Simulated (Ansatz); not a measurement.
**Hypothetical rock salt BiP: element substitutions**

The parent structure is BiP in the rock salt structure (space group Fm-3m, No. 225; a hypothetical phase, not in the database extracts checked).

```
CELL_PARAMETERS angstrom
      0.00000     2.91042     2.91042
      2.91042     0.00000     2.91042
      2.91042     2.91042     0.00000
ATOMIC_POSITIONS crystal
  P  0.00000 0.00000 0.00000
  Bi 0.50000 0.50000 0.50000
```

Each row replaces one element on all its sites; cell and atoms are relaxed.

Level of theory: r2SCAN in Ansatz (plane waves to 500 eV, PAW, spin-orbit coupling left out).

```csv
case,density,shortest interatomic distance
base,8.08 g/cm³,2.910 Å
Bi → Pt,12.05 g/cm³,2.497 Å
P → As,8.77 g/cm³,2.995 Å
P → Pt,?,?
```

Question: Some entries are withheld; estimate them.

Answer: 
- P → Pt, density: 14.58 g/cm³
- P → Pt, shortest interatomic distance: 2.844 Å

Whether these cells are dynamically stable was not tested. As relaxed here, PtP, BiAs and BiPt are hypothetical phases, not in the database extracts checked. The final runs are not spin-polarised. An odd electron count without spin: PtP and BiPt.

Ansatz is a first-principles code.
